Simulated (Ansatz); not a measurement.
## TiTe2: uniaxial strain ε_zz = −2.35 %

Consider TiTe2 in the CdI2 type structure (space group P-3m1, No. 164; a = 3.784 Å, c = 6.602 Å; layered, stacked along the Cartesian z axis). Axes: x lies along a and z along c of the hexagonal cell.

The change: uniaxial strain ε_zz = −2.35 %, all other strain components held at zero; the atoms relax in the strained cell.

The values are results of r2SCAN+rVV10 (Ansatz, a quantum-chemistry and plane-wave program), without spin-orbit coupling, not measurements. Γ-centred 14×14×7 mesh, Fermi–Dirac width 0.05 eV.

```tsv
quantity	base	changed	shift
volume per atom	27.29 Å³	26.65 Å³	-0.64 Å³
shortest interatomic distance	2.765 Å	2.760 Å	-0.0059 Å
energy relative to the base (free energy F)	0 meV/atom	+2.0 meV/atom	+2.0 meV/atom
pressure (mean of the normal stresses, compression positive)	0.0 GPa	0.6 GPa	+0.6 GPa
band gap	zero	zero	–
largest internal atomic displacement	–	0.030 Å	–
stress (xx, yy, zz, yz, xz, xy; compression positive) (rough)	–	(0.4, 0.4, 1.1, 0.0, 0.0, 0.0) GPa	–
```

Without a gap, meshes like the base's 14×14×7 leave anisotropic stresses uncertain by several tenths of a GPa, and small strain energies with them. No phonon test of stability was made. The final runs are not spin-polarised.
